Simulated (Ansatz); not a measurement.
# WSi2, pressure series

Take WSi$_{2}$ (space group I4/mmm, No. 139; a = 3.2294 Å, c = 7.8677 Å) as the base.

Cell and atoms are relaxed at each pressure.

Levels (all Ansatz, a first-principles code, PAW, earlier PAW set): PBE (420 eV, no SOC); r2SCAN (500 eV, no spin-orbit coupling).

The base cell above is that of PBE; each level relaxes its own structures.

```tsv
case	volume per atom, PBE	volume per atom, r2SCAN
pressure −2 GPa	13.80 Å³	13.54 Å³
pressure −1 GPa	13.74 Å³	13.48 Å³
pressure 1.8 GPa	13.57 Å³	13.32 Å³
pressure 4.2 GPa	13.42 Å³	13.19 Å³
pressure 9 GPa	13.17 Å³	12.95 Å³
pressure 18 GPa	12.74 Å³	12.56 Å³
pressure 30 GPa	12.27 Å³	12.11 Å³
pressure 45 GPa	11.78 Å³	11.64 Å³
pressure 60 GPa	11.37 Å³	11.25 Å³
```

PBE lies above r2SCAN in every row, by 0.11 Å³ to 0.26 Å³. They put the cases in the same order.

Load acts through the strain it causes; cell and atoms are relaxed under it. No phonon test of stability was made. No other phases were tried under pressure. The final runs are not spin-polarised.
